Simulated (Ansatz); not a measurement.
Worked example: self-consistent single point of TlGeCl₃ (Cm, 5 atoms in the cell) in Ansatz (an electronic-structure program).

Method: LDA (PW92), default PAW files made with PBE (plane waves; Ansatz).

```
CELL_PARAMETERS angstrom
      3.77602    -3.72119     0.00000
      3.77602     3.72119     0.00000
     -0.10040     0.00000     5.29437
ATOMIC_POSITIONS crystal
  Tl 0.98922 0.98922 0.00042
  Ge 0.48050 0.48050 0.53254
  Cl 0.02002 0.49696 0.52311
  Cl 0.49696 0.02002 0.52311
  Cl 0.50313 0.50313 0.99439
```

Reference input (self-consistent single point, DFT, LDA (PW92), plane waves, default PAW files made with PBE): basis.ecutwfc = 420 eV; kpoints.mp_grid.grid = 4 4 4; hamiltonian.xc = lda; hamiltonian.pseudopotentials = {kind: paw} (the program's default PAW files); scf.occupations.method = fixed. This run's input differs from it in these lines:

Ansatz 0.2 input:
```diff
@@ -12,3 +12,3 @@
 basis:
-  ecutwfc: 420.0 eV
+  ecutwfc: 210.0 eV
 kpoints:
```

Output, abridged:

```
SCF iter   1: F=—  HF=-18489.683510 eV  |F-HF|=—  |Δ(HF+E_count)|=         —  Δρ=2.86e-2  dr2=6.83e-1  ethr=1.77e-3  ⟨swp⟩=4.2  Hψ=2256  notcnv=0  defer=37
all-band conjugate gradients solve this SCF's bands
preconditioner: auto → Resta (q_TF=auto, 2.259 Å⁻¹)
SCF iter   2: F=—  HF=-18488.312893 eV  |F-HF|=—  |Δ(HF+E_count)|=    1.37e0  Δρ=1.10e-2  dr2=1.06e-1  ethr=1.42e-3  ⟨swp⟩=2.0  Hψ=1535  notcnv=0  defer=49
   [... lines left out ...]
SCF iter   5: F=—  HF=-18488.220596 eV  |F-HF|=—  |Δ(HF+E_count)|=   4.17e-4  Δρ=1.20e-4  dr2=1.99e-5  ethr=1.74e-6  ⟨swp⟩=2.0  Hψ=1266  notcnv=0  defer=51
SCF iter   6: F=—  HF=-18488.220592 eV  |F-HF|=—  |Δ(HF+E_count)|=   3.21e-6  Δρ=2.78e-5  dr2=1.88e-6  ethr=4.15e-8  ⟨swp⟩=2.0  Hψ=1270  notcnv=0  defer=30
SCF iter   7: F=—  HF=-18488.220592 eV  |F-HF|=—  |Δ(HF+E_count)|=   3.28e-7  Δρ=6.54e-6  dr2=1.66e-7  ethr=3.92e-9  ⟨swp⟩=2.8  Hψ=1226  notcnv=0  defer=30
SCF iter   8: F=-18488.220592 eV  HF=-18488.220592 eV  |F-HF|=2.85e-9  |Δ(HF+E_count)|=   4.91e-8  Δρ=1.64e-6  dr2=6.70e-9  ethr=2.08e-10  ⟨swp⟩=9.7  Hψ=3016  notcnv=0
SCF 1 converged in 8 iterations: F = -18488.220592 eV  dr2 = 6.70e-9
Free energy (F): -18488.220592 eV
Internal energy: -18488.220592 eV  (E = F + TS)
E sigma→0 (E₀):  -18488.220592 eV
Fermi energy:    4.217216 eV
--- Forces (eV/Å), atoms counted from 1 ---
  atom   1  Tl    -0.03829935     0.00000000    -0.07678776
  atom   2  Ge    -0.34751009     0.00000000     0.27322749
  atom   3  Cl     0.18940136    -0.16837218     0.02773186
  atom   4  Cl     0.18940136     0.16837218     0.02773186
  atom   5  Cl     0.00739014     0.00000000    -0.25252181
--- Stress (GPa, compression-positive) ---
       -3.074050      -0.000000      -0.139324
       -0.000000      -3.211897       0.000000
       -0.139324       0.000000      -3.073584
  P = ⅓ Tr σ = -3.1198 GPa (-31.198 kbar)
  The stress holds the Pulay correction. Without it, at fixed plane waves, as pw.x and ABINIT print it: P = -58.2183 GPa
```

The run converged in 8 iterations. Against the reference run the free energy goes up by 2.02 eV/atom, the pressure goes from -2.75 to -3.12 GPa, the largest force goes from 0.163 to 0.442 eV/Å and the gap on the mesh goes from 1.230 to 1.269 eV.

The starting cell comes from a database of computed structures (which also holds hypothetical and non-ambient phases and stackings), without a prior relaxation at this level. Its lattice was rescaled by up to half a per cent. One atom was moved a little off its site on purpose. Spin-orbit coupling is off. Ansatz's pressure includes its estimate of the finite-basis (Pulay) stress. Without the estimate this run gives -58.22 GPa. The cutoff lies below the one recommended for these files.
